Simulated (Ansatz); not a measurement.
**Cubic perovskite CsCdCl3**

All values below come from r²SCAN-D4 (Ansatz, a quantum-chemistry and plane-wave program, plane waves, PAW).

Run with plane-wave cutoff 560 eV, 8×8×8 k mesh, Fermi–Dirac smearing 0.01 eV, scalar-relativistic PAW data made under PBE.

Cell: relaxed at this level.

```yaml
equilibrium_volume_per_atom: 28.76 Å³/atom
band_gap: 2.50 eV
smallest_direct_gap_on_the_k_points_sampled: 3.04 eV
lattice_constant_a: 5.239 Å
```

Spin–orbit coupling is not included.

The computed numbers hold no vibrational or temperature effects.

Cost on a shared machine: around 2.0 core-minutes (rough).
